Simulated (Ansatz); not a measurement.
Worked example: dielectric-response calculation of BaTiO3 (P4mm, 5 atoms in the cell) in Ansatz (an electronic-structure program).

Computed with PBE (plane waves, PAW; Ansatz).

```
BaTiO3
1.0
    3.97005     0.00000     0.00000
    0.00000     3.97005     0.00000
    0.00000     0.00000     4.01980
Ba Ti O
1 1 3
Direct
  0.00000   0.00000   0.00000
  0.50000   0.50000   0.51300
  0.50000   0.50000   0.97700
  0.00000   0.50000   0.48700
  0.50000   0.00000   0.48700
```

Reference input (self-consistent single point, DFT, PBE, plane waves, default PAW files): basis.ecutwfc = 30.9 Ry; kpoints.mp_grid.grid = 6 6 6; hamiltonian.xc = pbe; hamiltonian.pseudopotentials = {kind: paw} (the program's default PAW files); scf.occupations.method = fermi_dirac; scf.occupations.width = 0.0015 Ry. This run's input differs from it in these lines:

Ansatz 0.2 input:
```diff
@@ -14,3 +14,3 @@
 kpoints:
-  mp_grid: { grid: [6, 6, 6] }
+  mp_grid: { grid: [12, 12, 12] }
 hamiltonian:
@@ -19,7 +19,4 @@
 scf:
-  occupations: { method: fermi_dirac, width: 0.0015 Ry }
-output:
-  forces: true
-  eigenvalues: true
-  stress: true
+  occupations: { method: fixed }
+dielectric: {}
```

The program printed (abridged):

```
SCF iter   1: F=—  HF=-10159.560890 eV  |F-HF|=—  |Δ(HF+E_count)|=         —  Δρ=1.59e-3  dr2=8.86e-4  ethr=1.77e-3  ⟨swp⟩=4.5  Hψ=54759  notcnv=0  defer=1098
all-band conjugate gradients solve this SCF's bands
preconditioner: auto → Resta (q_TF=auto, 2.527 Å⁻¹)
SCF iter   2: F=—  HF=-10159.561177 eV  |F-HF|=—  |Δ(HF+E_count)|=   2.87e-4  Δρ=8.89e-4  dr2=2.49e-4  ethr=2.21e-6  ⟨swp⟩=2.0  Hψ=28531  notcnv=0  defer=1535
   [... lines left out ...]
SCF iter   6: F=—  HF=-10159.561313 eV  |F-HF|=—  |Δ(HF+E_count)|=   1.45e-7  Δρ=1.11e-5  dr2=7.48e-8  ethr=2.65e-9  ⟨swp⟩=2.0  Hψ=21140  notcnv=0  defer=518
SCF iter   7: F=—  HF=-10159.561313 eV  |F-HF|=—  |Δ(HF+E_count)|=   2.52e-9  Δρ=5.40e-6  dr2=1.47e-8  ethr=1.87e-10  ⟨swp⟩=2.0  Hψ=20287  notcnv=0  defer=518
SCF iter   8: F=—  HF=-10159.561313 eV  |F-HF|=—  |Δ(HF+E_count)|=  7.49e-10  Δρ=1.37e-6  dr2=1.13e-9  ethr=3.68e-11  ⟨swp⟩=2.0  Hψ=19249  notcnv=0  defer=518
SCF iter   9: F=-10159.561313 eV  HF=-10159.561313 eV  |F-HF|=9.09e-12  |Δ(HF+E_count)|=  3.84e-10  Δρ=2.82e-7  dr2=6.54e-11  ethr=1.00e-12  ⟨swp⟩=8.1  Hψ=63984  notcnv=0
SCF 1 converged in 9 iterations: F = -10159.561313 eV  dr2 = 6.54e-11
DFPT response loops at Γ: preconditioner auto → none (the input reference at scf.mixing.eps_inf says where Resta's filter doesn't serve); β = 0.50 …
WARN: field response: ε∞, Z* and everything formed from them stand on the 12×12×12 k-mesh, whose period is 27.95 times the interband length at k = (0.0000, …
Free energy (F): -10159.561313 eV
Internal energy: -10159.561313 eV  (E = F + TS)
E sigma→0 (E₀):  -10159.561313 eV
Fermi energy:    10.540364 eV
   [... lines left out ...]
         0.00000   -2.14888    0.00000
        -0.00000    0.00000   -2.01389
    site 4:
        -2.14888   -0.00000   -0.00000
         0.00000   -5.68879    0.00000
        -0.00000    0.00000   -2.01389
  Z* charge neutrality: 8.809e-5 e pre-enforcement
  k-mesh period / interband length: 47.6 Å / 1.70 Å = 27.95 at k = (0.0000, 0.0000, 0.0000), direct gap 2.162 eV — 14 or more, which is no proof of convergence
```

The run converged in 9 iterations. 

Summary of the result:
- Free energy E − TS (on the zero of these files) = -10159.5613 eV
- Top of the valence band (on the code's own zero) = 10.54 eV
- Gap on the k-point mesh = 1.87 eV
- ε∞ at this k-point mesh, which may be far from converged in small-gap cells (xx, yy, zz) = 6.46, 6.46, 5.92
- Born charges at this mesh (mean of the diagonal, e) = Ba 2.79, Ti 6.82, O -3.05, O -3.28, O -3.28

The starting cell has typed, rounded lattice constants, without a prior relaxation at this level. Its lattice was rescaled by up to half a per cent.

Cost on one core of a shared machine: roughly 10 min.
